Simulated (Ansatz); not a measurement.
The reference is PbTe in the rock salt structure (space group Fm-3m, No. 225).

```
PbTe
1.0
    0.00000     3.22104     3.22104
    3.22104     0.00000     3.22104
    3.22104     3.22104     0.00000
Te Pb
1 1
Direct
  0.50000   0.50000   0.50000
  0.00000   0.00000   0.00000
```

Method: PBEsol (Ansatz, an electronic-structure program), no SOC.

Before the change:

The electron mass is 0.26 mₑ along k, 0.098 mₑ across (at L) and the hole mass comes out as 0.38 mₑ along k, 0.073 mₑ across (at L). The gap character is direct at L.

The change: an isotropic linear strain of −1.50 %; the atoms relax in the strained cell.

Problem. What does the calculation give for the electron mass, hole mass and gap character after the change?

Solution. The electron mass goes from 0.26 mₑ along k, 0.098 mₑ across (at L) to 0.23 mₑ along k, 0.096 mₑ across (at L); the hole mass changes from 0.38 mₑ along k, 0.073 mₑ across (at L) to 0.31 mₑ along k, 0.060 mₑ across (at L); the gap character stays direct at L.

With Pb and Te present, leaving out spin-orbit coupling can change the band edges. Masses are band curvatures over ±0.01 Å⁻¹ around the edge. Along k means along the line from Γ to the band edge. Whether these cells are dynamically stable was not tested.
